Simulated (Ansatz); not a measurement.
The starting structures come from a database of crystals and need not be the phases stable at ambient conditions.

**Evanescent states of Li₄WO₅ (I4, not sure to be the ambient phase, 10 atoms a cell, 8.8 Å³ an atom) along the normal of (110)**

Computed with r2SCAN (plane waves, PAW; Ansatz, a quantum-chemistry and plane-wave program).

No gap correction and no spin-orbit coupling; mid-gap values are interpolated between computed energies.

Energies count from the valence-band top; κ is the least over a 8×8 mesh across the current.

```
E (eV)  κ (1/Å)  where
------  -------  -----
0.09      0.164  off Γ
0.26      0.256      Γ
0.42      0.301      Γ
0.59      0.337      Γ
0.77      0.366      Γ
0.94      0.390      Γ
1.10      0.411      Γ
1.27      0.429      Γ
1.45      0.445      Γ
1.61      0.459      Γ
1.78      0.472      Γ
1.96      0.484      Γ
2.12      0.496      Γ
2.29      0.507      Γ
2.46      0.518      Γ
2.63      0.518  off Γ
2.81      0.509  off Γ
2.98      0.476      Γ
3.15      0.427      Γ
3.31      0.354      Γ
3.48      0.223      Γ
```

**Question.** How thick must the barrier be to attenuate the transmission by 10^6 when the electrodes' Fermi level lies at 0.42 eV, and what attenuation does that film give at 2.63 eV?

**Answer.** d = 6 ln 10 / (2 × 0.301) = 22.9 Å. At 2.63 eV it gives 6 × 0.518/0.301 = 10.3 decades.
